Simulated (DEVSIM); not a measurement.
System: abrupt Si n-p junction, at 250 K.

| layer (left to right) | material | thickness (μm) | Nd (cm⁻³) | Na (cm⁻³) | τn (s) | τp (s) |
|---|---|---|---|---|---|---|
| 1 | Si | 15.0 | 8.9e17 | - | 1.4e-5 | 1.4e-5 |
| 2 | Si | 0.960 | - | 2.3e14 | 1.4e-5 | 1.4e-5 |

Left contact: ohmic. Right contact: ohmic. Voltage is applied to the left contact. Recombination: SRH at mid-gap, radiative. Mobility is constant in doping.

Constants are typed, rounded textbook-type inputs, not results; the design itself was drawn at random and stands for no fabricated device. Values at 300 K; Nc and Nv go as T^1.5, mobilities as T to minus their exponent, the gap by Varshni's rule with the affinity fixed.

```
parameter               Si
----------------  --------
gap (eV)             1.124
affinity (eV)         4.05
permittivity          11.7
Nc (cm⁻³)          2.86e19
Nv (cm⁻³)           3.1e19
μn (cm²/Vs)           1417
μp (cm²/Vs)            470
T exponent of μn       2.3
T exponent of μp       2.2
B (cm³/s)          4.7e-15
Varshni α (eV/K)  0.000473
Varshni β (K)          636
```

Model (solved in DEVSIM): 1D drift-diffusion, Boltzmann statistics, complete ionisation; no tunnelling, impact ionisation, image-force lowering or self-heating.

Task: Give the dark forward current.

Result: 
```json
[
 {"V (V)": "-0.05", "J (A/cm²)": "-5.2e-10"},
 {"V (V)": "-0.10", "J (A/cm²)": "-5.2e-9"},
 {"V (V)": "-0.15", "J (A/cm²)": "-4.8e-8"},
 {"V (V)": "-0.20", "J (A/cm²)": "-4.3e-7"},
 {"V (V)": "-0.25", "J (A/cm²)": "-3.9e-6"},
 {"V (V)": "-0.30", "J (A/cm²)": "-3.4e-5"},
 {"V (V)": "-0.35", "J (A/cm²)": "-0.00029"},
 {"V (V)": "-0.40", "J (A/cm²)": "-0.0024"},
 {"V (V)": "-0.45", "J (A/cm²)": "-0.019"},
 {"V (V)": "-0.50", "J (A/cm²)": "-0.14"},
 {"V (V)": "-0.55", "J (A/cm²)": "-0.98"},
 {"V (V)": "-0.60", "J (A/cm²)": "-6.0"},
 {"V (V)": "-0.65", "J (A/cm²)": "-30"},
 {"V (V)": "-0.70", "J (A/cm²)": "-120"},
 {"V (V)": "-0.75", "J (A/cm²)": "-430"},
 {"V (V)": "-0.80", "J (A/cm²)": "-1300"},
 {"V (V)": "-0.85", "J (A/cm²)": "-3300"}
]
```
